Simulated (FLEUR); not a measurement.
Equation of state of rock-salt HfC (space group 225): energy against volume (FLEUR, LDA)

```
HfC
1.0
    0.00000     2.22977     2.22977
    2.22977     0.00000     2.22977
    2.22977     2.22977     0.00000
Hf C
1 1
Direct
  0.00000   0.00000   0.00000
  0.50000   0.50000   0.50000
```

Method of the run: LDA (Vosko-Wilk-Nusair), all-electron FLAPW (FLEUR), scalar-relativistic valence (FLEUR). Settings: Kmax = 4.9 1/bohr; GmaxXC = 14.7 1/bohr; xcFunctional = vwn; jspins = 1; l_soc = F; mode = hist; fermiSmearingEnergy = 0.00183747 Htr; mesh (inpgen div1-3) = 22 22 22; inpgen gamma flag = true; Gmax = 14.7 1/bohr; numbands = 0; maxIterBroyd = 15; imix = Anderson; alpha = 0.05; precondParam = 0; minDistance = 1e-05 me/bohr^3. The cell above is the first row's. The rows scale it uniformly. In all rows fractional positions and the k mesh are held. E is the free energy at the stated smearing, counted from the lowest row.

| V (Å^3/atom) | E (meV/atom) |
|---|---|
| 11.086 | ? |
| 11.327 | 29.01 |
| 11.568 | 10.29 |
| 11.809 | 0.90 |
| 12.050 | 0.00 |
| 12.291 | 6.72 |
| 12.532 | 20.35 |
| 12.773 | 40.27 |
| 13.014 | 65.85 |

Q: Fit E against V with the third-order Birch-Murnaghan form, a cubic in V^(-2/3), and predict the withheld value at V = 11.086.

A: With u = V^(-2/3) - 0.189, the rows have u = 0.009270, 0.006506, 0.003837, 0.001258, -0.001238, -0.003653, -0.005991, -0.008258. Least squares gives E = 2.443 - 2706.68·u + 601624·u² - 51240·u³. Residuals (row less fit): -0.001, 0.005, -0.012, 0.010, 0.004, -0.011, 0.007, -0.001; standard error 0.011 (degrees of freedom: 4). Its minimum lies at u = 0.002250, so V0 = (0.191250)^(-3/2) = 11.96. There d²E/du² = 1203000 and d³E/du³ = -307400, so B0 = (4/9) × 11.96^(-7/3) × 1203000 × 0.160218 = 262 GPa (the last factor turns the table's units into GPa), and B0' = 4 + (2/3) × 0.191250 × (-307400)/1203000 = 4.0. At the withheld row, u = 0.012133, so E = 2.443 - 2706.68 × 0.012133 + 601624 × 0.012133² - 51240 × 0.012133³ = 58.076 meV/atom. The calculation gives 58.07 meV/atom, 0.006 meV/atom below the prediction (under 0.05 % of the range of E in the table). The row lies outside the fitted rows, so this is an extrapolation. From the scatter of the fitted rows alone, a prediction at this place has a standard error of 0.032 meV/atom, so the miss is 0.2 times that.

Carrying the step between the two nearest rows on in a straight line would have given 47.73, off by 10.34; series whose last step already gives the withheld value aren't shown. The scan was laid around a cell of about the measured size, scaled by a guess for this functional. The runs keep the symmetry of the cell, so they don't test it for distortions. Values depend on the basis (sphere radii, cutoffs, local orbitals), which need not be converged. Spin-orbit coupling is off. Cutoffs and mesh are single choices, not tested for convergence of this quantity. Series with a scatter that would blur these digits, or in which a gap closes, are not shown. Nor are scans whose minimum lies at an end fitted in this form.
